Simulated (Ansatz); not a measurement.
InSe in the beta-GaS type structure (space group P6_3/mmc, No. 194; layered, stacked along the Cartesian z axis)

InSe has the hexagonal space group P6₃/mmc (No. 194), Pearson symbol hP8. Lattice parameters: a = b = 4.032 Å, c = 16.763 Å, α = β = 90.00°, γ = 120.00°. In on 4f has 3 Se at 2.660 Å (trigonal pyramidal). Se on 4f has 3 In at 2.660 Å (trigonal pyramidal). (Neighbours: up to the widest gap in distance over summed covalent radii, below 1.35, at either atom; cation-cation and far metal-metal contacts left out.)

All numbers come from PBE-D3(BJ)/PAW in Ansatz (an electronic-structure program), scalar-relativistic without spin-orbit coupling, earlier PAW set. k-mesh 9×9×2 (Γ-centred); smearing 0.05 eV (Fermi–Dirac).

- Volume per atom = 29.50 Å³
- Density = 5.45 g/cm³
- Band gap = 0.37 eV, direct at Γ
- Electron mass = 0.042 mₑ along c, 0.11 mₑ across
- Hole mass = 0.041 mₑ along c, 2.9 mₑ across
- Lowest conduction-band minima above the VBM = Γ 0.37 eV; M (1/2, 0, 0) 1.12 eV; K (1/3, 1/3, 0) 1.51 eV
- Total energy = -5534.308 eV/atom (σ→0; compares only within this code and set-up)

Masses are band curvatures over ±0.01 Å⁻¹ around the edge. Stability against distortions was not tested.
